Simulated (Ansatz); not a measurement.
The starting structures come from a database of crystals and need not be the phases stable at ambient conditions.

 Where the default PAW files enter, the runs use the earlier of Ansatz's two default sets.

By LDA and PBEsol, the system below comes out a metal.

Data:

```
InAs
1.0
    4.06912     0.00000     0.00000
   -2.03456     3.52396     0.00000
    2.03456     1.17465     3.32243
In As
1 1
Direct
  0.00000   0.50000   0.50000
  0.00000   0.00000   0.00000
```

Space group of this cell: Fm-3m, rock salt. The cell is taken as given; by PBEsol its mean pressure is -3.4 GPa.

The current runs along the normal of the first two printed vectors, the (111) plane. All runs by Ansatz (a program for electronic structure), plane waves and PAW, without spin-orbit coupling; the base is PBEsol.

```csv
run,mean pressure (GPa),"G/A, both spins (10¹⁵ S/m²)"
base,-3.4,0.86
all lengths scaled by 0.98,0.5,___
all lengths scaled by 1.02,-6.1,0.84
lda in place of pbesol,-5.1,0.88
"lengths across the current scaled by 0.98, ions clamped",-0.9,0.85
"lengths across the current scaled by 1.02, ions clamped",-5.3,0.88
"lengths along the current scaled by 0.97, ions clamped",-1.6,___
"lengths along the current scaled by 1.03, ions clamped",-4.8,0.82
```

Problem. What belongs in the gaps?

Solution. 
- all lengths scaled by 0.98, G/A, both spins (10¹⁵ S/m²): 0.87
- lengths along the current scaled by 0.97, ions clamped, G/A, both spins (10¹⁵ S/m²): 0.91
